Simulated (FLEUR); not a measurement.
FLEUR run on Hf2Al3Au (P1, 6 atoms in the cell): self-consistent single point.

Method: PBEsol, all-electron FLAPW (FLEUR), scalar-relativistic valence.

The change in words: lattice scaled by 0.98. Reference geometry:
```
CELL_PARAMETERS angstrom
      2.64712     1.52832     4.24390
     -2.64712     1.52832     4.24390
      0.00000    -3.05663     4.24390
ATOMIC_POSITIONS crystal
  Hf 0.36873 0.38882 0.36780
  Hf 0.61972 0.61777 0.63432
  Al 0.46640 0.01534 0.00743
  Al 0.01212 0.49087 0.00192
  Al 0.02044 0.97366 0.51796
  Au 0.01258 0.01354 0.97057
```

Reference input (self-consistent single point, DFT, PBEsol, all-electron FLAPW (FLEUR), scalar-relativistic valence): Kmax = 3.8 1/bohr; GmaxXC = 13.3 1/bohr; xcFunctional = PBEs; jspins = 1; l_soc = F; mode = gauss; fermiSmearingEnergy = 0.00734986 Htr; mesh (inpgen div1-3) = 4 4 4; inpgen gamma flag = true; Gmax = 13.3 1/bohr; numbands = 0; maxIterBroyd = 15. This run's input differs from it in these lines:

```diff
@@ -3,5 +3,5 @@
 &input film=f /
-5.0023316370 2.8880970998 8.0198088506
--5.0023316370 2.8880970998 8.0198088506
-0.0000000000 -5.7761954517 8.0198083997
+4.9022853385 2.8303357598 7.8594125263
+-4.9022853385 2.8303357598 7.8594125263
+0.0000000000 -5.6606715197 7.8594125263
 1.0
@@ -48,5 +48,5 @@
          <bravaisMatrix>
-            <row-1>    5.0023316370000002     2.8880970998000000     8.0198088506000005</row-1>
-            <row-2>   -5.0023316370000002     2.8880970998000000     8.0198088506000005</row-2>
-            <row-3>    0.0000000000000000    -5.7761954516999996     8.0198083997000005</row-3>
+            <row-1>    4.9022853384999996     2.8303357598000001     7.8594125262999999</row-1>
+            <row-2>   -4.9022853384999996     2.8303357598000001     7.8594125262999999</row-2>
+            <row-3>    0.0000000000000000    -5.6606715197000002     7.8594125262999999</row-3>
          </bravaisMatrix>
```

Output (repeated stretches shortened):

```
 Iteration:     1   Distance:      17.55978931 me/bohr^3
 Iteration:     2   Distance:      13.85844478 me/bohr^3
 Iteration:     3   Distance:       6.09026472 me/bohr^3
 Iteration:     4   Distance:       5.11188592 me/bohr^3
 Iteration:     5   Distance:       2.75338316 me/bohr^3
   [... 15 lines left out ...]
 Iteration:    21   Distance:       0.00006084 me/bohr^3
 Iteration:    22   Distance:       0.00003439 me/bohr^3
 Iteration:    23   Distance:       0.00001765 me/bohr^3
 Iteration:    24   Distance:       0.00000325 me/bohr^3
 Reset of history
 Run finished successfully
 Stop message:
   Structural relaxation: new displacements generated

[file out, last iteration]
             iter=     25
[...]
          total density-effective poten   -8.6914815030E+04
          total charge density-energy d   -1.0256127501E+03
 Updated energy parameters for spin:           1
[...]
 fermi energy and band-weighting factors:
   [... 5 lines left out ...]

[...]
FERMIE:
          first approx. to ef    (T=0)  :   0.412499 htr   (energy of the highest occ. eigenvalue)
          number of occ. states  (T=0)  :       1403
          first approx. to seigv (T=0)  : -19.583114 htr
          sum of weights of occ. states :  39.000000
          sum of semicore charge        :   0.000000 e
          fermi energy=   0.41129 har   work function= -11.19170 ev
   [... lines left out ...]
          total moment                 =     0.00000
 Direct bandgap for spin            1 :    8.5726577709602791E-003  Htr
   [... lines left out ...]
      3               0.00007085                    0.00002229                        1490.51199962     density at radius of nuncleus
      3                                                                               1495.72245406     average density over nuncleus
      4               0.00007085                    0.00002229                        1490.50068568     density at radius of nuncleus
      4
```

The run converged in 24 iterations. FLEUR gives forces in its relaxation mode, with a further iteration, so its stop message speaks of a relaxation. Against the reference run the total energy goes up by 36.5 meV/atom and the largest force goes from 2.439 to 2.885 eV/Å.

The starting cell comes from a database of computed structures (which also holds hypothetical and non-ambient phases and stackings), without a prior relaxation at this level. Its atoms were displaced at random from the sites of space group no. 166. For this run, on top of that: lattice scaled by 0.98. Spin-orbit coupling is off. Values depend on the basis (sphere radii, cutoffs, local orbitals), which need not be converged. Forces in this geometry exceed 1 eV/Å. The log's line on a gap gives a spacing of levels on this mesh, which the program prints for metals too.

Cost on one core of a shared machine: roughly 10 min.
